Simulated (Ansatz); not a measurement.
A calculation on CsCl-type CoAl returned lattice constant a 2.820 Å, elastic constant C11 322 GPa, elastic constant C44 156 GPa, Voigt–Reuss–Hill shear modulus 129 GPa.

For reference: lattice constant a 2.861 Å (measured, room temperature, not corrected to a static lattice; as tabulated in Yamada et al. (2019), arXiv:1910.09660).

Problem. Which level of theory produced these numbers?
(A) HSE06 (Ansatz, a quantum-chemistry and plane-wave program)
(B) PBE (Ansatz)
(C) PBE-D3(BJ) (Ansatz)
(D) LDA (Ansatz)

Solution. C, PBE-D3(BJ) (Ansatz)

The others give: LDA 2.794 Å, 339 GPa, 157 GPa, 130 GPa; HSE06 2.810 Å, 384 GPa, 166 GPa, 153 GPa; PBE 2.852 Å, 293 GPa, 140 GPa, 115 GPa.

Unless a cell is named, each level is at its own relaxed cell (HSE06 11.09, LDA 10.90, PBE 11.60, PBE-D3(BJ) 11.21 Å³/atom).

The crystal itself was run without spin with LDA, HSE06, PBE, PBE-D3(BJ); a magnetic state was not tried in these runs.

Caveats: exact exchange on metals is sensitive to the k mesh and can open a false gap (HSE06); hybrids on metals are sensitive to the k mesh (HSE06); the dispersion coefficients are held fixed in the derivatives (PBE-D3(BJ)); the run warned that the count of filled bands differs between k points (HSE06). Ansatz's density-functional and Hartree–Fock values are scalar-relativistic unless marked +SOC, with PAW data made under PBE.
